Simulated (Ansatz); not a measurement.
```xyz
112
Lattice="6.7254 -0.0003 0.0412 -0.0003 6.7250 0.0910 -0.6178 0.4801 27.3019" Properties=species:S:1:pos:R:3 pbc="T T T"
Mg     5.4735     4.2698     3.6369
Mg     2.8172     5.5719     3.6413
Mg     4.1170     1.5081     3.5939
Mg     1.4352     2.8830     3.6395
Mg     0.0549     6.9285     3.6397
Mg     6.1605     2.3108     1.5575
Mg     3.4546     3.5291     1.5432
Mg     4.8255     6.2902     1.2627
Mg     2.0553     0.9000     1.4965
Mg     0.8383     4.9200     1.5636
Mg     5.4443     4.1718     7.9035
Mg     2.7527     5.5128     7.9049
Mg     4.0942     1.4796     7.8595
Mg     1.4064     2.8244     7.8578
Mg     0.0595     6.8624     7.9072
Mg     6.1172     2.1875     5.7533
Mg     3.4486     3.5256     5.7553
Mg     4.7835     6.2199     5.8034
Mg     2.0899     0.8275     5.7108
Mg     0.7517     4.8839     5.7565
Mg     5.4164     4.1189    12.1557
Mg     2.7225     5.4515    12.1540
Mg     4.0577     1.4209    12.1112
Mg     1.3891     2.7589    12.1132
Mg     0.0289     6.7878    12.1597
Mg     6.0999     2.1221    10.0086
Mg     3.4121     3.4669    10.0070
Mg     4.7533     6.1586    10.0526
Mg     2.0620     0.7747     9.9630
Mg     0.7211     4.8093    10.0090
Mg     5.4509     4.0464    16.3700
Mg     2.6806     5.3813    16.6948
Mg     4.0517     1.4174    16.3232
Mg     1.3458     2.6356    16.3090
Mg    -0.0577     6.7517    16.3526
Mg     6.0711     2.0635    14.2270
Mg     3.3893     3.4384    14.2726
Mg     4.6888     6.0995    14.3162
Mg     2.0328     0.6767    14.2295
Mg     0.7257     4.7433    14.2765
O      6.1085     2.2224     3.6337
O      3.4805     3.5523     3.6302
O      4.7946     6.2530     3.6669
O      2.1040     0.8373     3.5854
O      0.7740     4.9341     3.6378
O      5.5630     4.2940     1.4555
O      2.8240     5.5263     1.4187
O      4.0564     1.5499     1.3750
O      1.4425     2.9108     1.6207
O      0.0784     7.0303     1.4630
O      6.1133     2.1545     7.8801
O      3.4251     3.4961     7.8809
O      4.7690     6.1883     7.9288
O      2.0768     0.8065     7.8368
O      0.7356     4.8430     7.8823
O      5.4626     4.2069     5.7772
O      2.7708     5.5390     5.7803
O      4.1030     1.5077     5.7343
O      1.4207     2.8551     5.7276
O      0.0712     6.8987     5.7808
O      6.0856     2.0913    12.1389
O      3.4033     3.4388    12.1322
O      4.7353     6.1324    12.1772
O      2.0437     0.7396    12.0892
O      0.7094     4.7730    12.1354
O      5.4295     4.1399    10.0297
O      2.7370     5.4831    10.0286
O      4.0812     1.4504     9.9855
O      1.3930     2.7920     9.9864
O      0.0450     6.8287    10.0339
O      6.0638     2.0357    16.2458
O      3.4499     3.3966    16.4914
O      4.6820     6.1452    16.5388
O      1.9433     0.6524    16.4110
O      0.7022     4.6414    16.4533
O      5.4023     4.1092    14.2810
O      2.7115     5.4184    14.2906
O      4.0258     1.3942    14.2362
O      1.3978     2.7241    14.2327
O      0.0066     6.7376    14.2784
N      4.3022     6.9284    21.4869
N      0.9416     6.9396    21.4505
N      4.2844     3.5611    21.4211
N      0.9229     3.5840    21.4033
N      5.9887     5.2604    19.2575
N      2.6343     5.2992    19.1350
N      6.0065     1.9325    19.2175
N      2.6133     1.9498    19.1911
N      4.2539     6.8524    26.1244
N      0.8995     6.8912    26.0019
N      4.2752     3.4768    25.9773
N      0.8820     3.4941    25.9509
N      5.9466     5.2120    23.8089
N      2.5860     5.2231    23.7725
N      5.9655     1.8426    23.7651
N      2.6041     1.8655    23.7473
Zr     5.9531     5.2525    21.5410
Zr     2.6178     5.2788    21.5133
Zr     5.9719     1.8646    21.4800
Zr     2.6382     1.8862    21.4722
Zr     4.4409     6.8413    19.3384
Zr     1.0666     7.0966    19.3316
Zr     4.2019     3.4804    19.2882
Zr     0.8304     3.7048    19.2913
Zr     5.8217     5.0549    25.9277
Zr     2.4473     5.3102    25.9210
Zr     6.0581     1.7218    25.8772
Zr     2.6866     1.9462    25.8802
Zr     4.2704     6.8727    23.7461
Zr     0.9352     6.8990    23.7183
Zr     4.2503     3.5404    23.6962
Zr     0.9166     3.5620    23.6884
```

The first 80 atoms are the substrate (MgO-rs), the rest the film (ZrN-rs).

All values below come from PBE (plane waves to 420 eV, PAW; Ansatz, a first-principles code). Scalar-relativistic, without spin–orbit coupling; the runs are not spin-polarised; PBE gaps are too small against experiment. Its k-point mesh 4×4×1, Fermi–Dirac width 0.05 eV.

Question: Describe the bonding at the interfaces and give the barriers.

Answer: A periodic stack without vacuum, rock-salt ZrN (0 0 1) on rock-salt MgO (0 0 1) (film strained to the substrate, started from cuts of the bulks and a machine-learned relaxation; slabs Mg40O40 and N16Zr16, which can lie off the formulas): substrate slab Mg40O40, film N16Zr16, surface cells [[-3, -1], [-1, -2]] and [[2, 0], [2, 2]], film strained by +3.5 and +3.5 %, outermost planes MgO/MgO and NZr/NZr as cut, which need not be the usual terminations and can put a slab off its formula.
- interface area = 45.2 Å²
- period = 27.30 Å
- heights between the nearest atoms of the two slabs at the two interfaces = 2.44 and 2.44 Å
- Mg–Zr contacts across the interfaces within 1.22 times the sum of covalent radii = 24, mean 3.48 Å
- O–Zr contacts across the interfaces within 1.22 times the sum of covalent radii = 4, mean 2.90 Å
- Mg–N contacts across the interfaces within 1.22 times the sum of covalent radii = 2, mean 2.44 Å
- hole barrier (PBE) = 3.16 eV
- electron barrier (PBE) = 1.31 eV
